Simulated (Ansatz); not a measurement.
A computed series for NiSi2: pressure series

Consider NiSi2 (space group Fm-3m, No. 225; a = 5.3870 Å; non-magnetic).

Cell and atoms are relaxed at each pressure.

All numbers come from Ansatz (an electronic-structure program) r2SCAN, scalar-relativistic without spin-orbit coupling.

```
P (GPa)  V (Å³/atom)
-------  -----------
-1.99         13.193
-0.99         13.109
0.30          13.004
0.70          12.972
1.50          12.910
3.01          12.797
5.01          12.655
7.50          12.491
10.00         12.337
```

**Question.** Fit a third-order Birch–Murnaghan equation of state.

**Answer.** Least squares on P(V) = (3B₀/2)[(V₀/V)^(7/3) − (V₀/V)^(5/3)]·[1 + (3/4)(B₀′ − 4)((V₀/V)^(2/3) − 1)] gives V₀ = 13.03 Å³/atom, B₀ = 162 GPa and B₀′ = 4.6.

Load acts through the strain it causes; cell and atoms are relaxed under it. Stability against distortions was not tested. Competing high-pressure phases were not computed. Seeded moments were not kept for the base. The final runs are not spin-polarised.
